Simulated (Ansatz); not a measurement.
```
Cu
1.0
   -0.01234     1.77357     1.77357
    1.77357    -0.01234     1.77357
    1.77357     1.77357    -0.01234
Cu
1
Direct
  0.00000   0.00000   0.00000
```

The numbers are results of PBEsol, rigid bands (plane waves, PAW, scalar-relativistic; Ansatz, an electronic-structure program), not measurements. Condition of this run: uniaxial stress along [111] of 2 GPa (compression positive) (the target of the relaxation). How the cell was made: cell and atoms relaxed with PBEsol, then loaded as said.

Q: Predict the product ρ₀λ of resistivity and mean free path that follows from the Fermi surface's area.

A: 6.5 ×10⁻¹⁶ Ω·m².

Q: And the Drude plasma energy and the root-mean-square Fermi velocity at 300 K?

A: 9.1 eV; 1.1e6 m/s.

A metal at this level (no band gap); rigid bands, thermally averaged at 300 K, both spins. Spin-orbit coupling is left out. τ is one relaxation time for all states; the product of resistivity and mean free path takes one path for all states instead.
